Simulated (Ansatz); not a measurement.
A hypothetical phase is included: elements placed on a structure type, which no database files for this compound.

Given:

```xyz
6
Lattice="5.1533 0.0000 0.0000 0.0000 7.2879 0.0000 2.5767 0.0000 1.4876" Properties=species:S:1:pos:R:3 pbc="T T T"
Mg     5.1533     3.6439     0.9918
Mg     3.4356     6.0732     0.9918
Mg     1.7178     1.2146     0.9918
O      2.5767     0.0000    -0.4959
O      3.4356     2.4293     0.9918
O      6.8711     4.8586     0.9918
```

The cell was relaxed by PBE-D3(BJ).

Transport runs along the normal of the first two printed cell vectors, the (110) plane of the conventional cell.

No gap correction and no spin-orbit coupling; mid-gap is the computed energy nearest the middle.

Problem. Compute, with r2SCAN (Ansatz, an electronic-structure program), the band gap and the smallest decay constant κ at mid-gap.

Solution. Gap 5.66 eV on a 20×4×20 mesh; κ = 0.359 1/Å, at the zone centre.
